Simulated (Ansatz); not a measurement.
# Several settings converged on LaS (Fm-3m, 2 atoms in the cell)

```yaml
crystal:
  lattice:
    - [0.00000, 2.95043, 2.95043]
    - [2.95043, 0.00000, 2.95043]
    - [2.95043, 2.95043, 0.00000]
  atoms:
    - { symbol: La, position: [0.00000, 0.00000, 0.00000] }
    - { symbol: S, position: [0.50000, 0.50000, 0.50000] }
```

Base method: PBEsol, default PAW files made with PBE (plane waves; Ansatz, a first-principles code).

Base settings: basis.ecutwfc = 30.9 Ry; kpoints.mp_grid.grid = 10 10 10; hamiltonian.xc = pbesol; hamiltonian.pseudopotentials = {kind: paw} (the program's default PAW files); scf.occupations.method = gaussian; scf.occupations.width = 0.0073 Ry.

The count of work is k-points × plane waves × bands × iterations; it is no time. 

**The k-point mesh at a smearing width of 0.02 eV**

In this ladder: scf.occupations.width = 0.0015 Ry.

Only quantities that move along the ladder and can be compared are tabulated.

| kpoints.mp_grid.grid | free energy less the last step's (meV/atom) | pressure (GPa) | count of work / last |
|---|---|---|---|
| 4 4 4 | 0.81 | -3.87 | 0.022 |
| 5 5 5 | -4.35 | -3.93 | 0.027 |
| 6 6 6 | -11.80 | -4.01 | 0.044 |
| 7 7 7 | 6.44 | -3.88 | 0.055 |
| 9 9 9 | -3.98 | -3.96 | 0.096 |
| 11 11 11 | 0.15 | -3.92 | 0.15 |
| 13 13 13 | -0.61 | -3.93 | 0.23 |
| 19 19 19 | -0.38 | -3.94 | 0.60 |
| 23 23 23 | 0.00 | -3.93 | 1.0 |

Coarsest kpoints.mp_grid.grid that holds the pressure within 0.05 GPa of the last step, with all finer ones: 9 9 9, at 0.096 of the last step's count of work; the step before is off by 0.06 GPa.

Coarsest kpoints.mp_grid.grid that holds the free energy within 2 meV/atom of the last step, with all finer ones: 11 11 11, at 0.15 of the last step's count of work; the step before is off by 4.0 meV/atom.

**The width of Fermi-Dirac smearing**

In this ladder: kpoints.mp_grid.grid = 16 16 16; scf.occupations.method = fermi_dirac.

Narrow widths need finer meshes than wide ones, so the last steps can hold mesh noise.

Only quantities that move along the ladder and can be compared are tabulated; pressure and forces are left out, as mesh noise rules them at narrow widths.

```csv
scf.occupations.width,free energy less the last step's (meV/atom),energy extrapolated to zero width less the last step's (meV/atom)
0.0735 Ry,-1010.55,62.03
0.0367 Ry,-240.21,5.63
0.022 Ry,-81.97,2.40
0.0147 Ry,-34.94,-0.24
0.0073 Ry,-6.96,-0.05
0.0037 Ry,0.00,0.00
```

Widest scf.occupations.width that holds the energy extrapolated to zero width within 2 meV/atom of the last step, with all finer ones: 0.0147 Ry; the step before is off by 2.4 meV/atom.

Widest scf.occupations.width that holds the free energy within 5 meV/atom: not settled: the last two steps still differ by 7.0 meV/atom, over half the tolerance, so the ladder does not show it.

The extrapolation to zero width removes most of the smearing's effect on the energy.

**The mesh under tetrahedron occupations**

In this ladder: scf.occupations.method = tetrahedron; scf.occupations.width = default.

Only quantities that move along the ladder and can be compared are tabulated.

```csv
kpoints.mp_grid.grid,free energy less the last step's (meV/atom),pressure (GPa),count of work / last
4 4 4,-14.36,-4.07,0.026
5 5 5,-9.82,-4.04,0.030
6 6 6,-9.50,-4.00,0.049
8 8 8,-2.69,-3.97,0.088
10 10 10,-1.20,-3.95,0.14
12 12 12,-0.70,-3.94,0.22
15 15 15,-0.13,-3.94,0.37
18 18 18,0.04,-3.93,0.59
22 22 22,0.00,-3.93,1.0
```

Coarsest kpoints.mp_grid.grid that holds the free energy within 1 meV/atom of the last step, with all finer ones: 12 12 12, at 0.22 of the last step's count of work; the step before is off by 1.2 meV/atom.

Coarsest kpoints.mp_grid.grid that holds the pressure within 0.05 GPa of the last step, with all finer ones: 8 8 8, at 0.088 of the last step's count of work; the step before is off by 0.06 GPa.

Two neighbours can agree and both be off: 5 5 5 and 6 6 6 differ by 0.32 meV/atom in the free energy, yet lie about 9.5 meV/atom from the last step.

On the base run: the starting cell comes from a database of computed structures (which also holds hypothetical and non-ambient phases and stackings), without a prior relaxation at this level. Its lattice was rescaled by up to half a per cent. In the base run, with a pressure of about -4 GPa the cell is away from its equilibrium volume at this level. Ansatz's pressure includes its estimate of the finite-basis (Pulay) stress.

Left out of this page: 2 runs of the series outside the window shown, repeating another row's setting, or not comparable.

Keys are those of Ansatz 0.2.
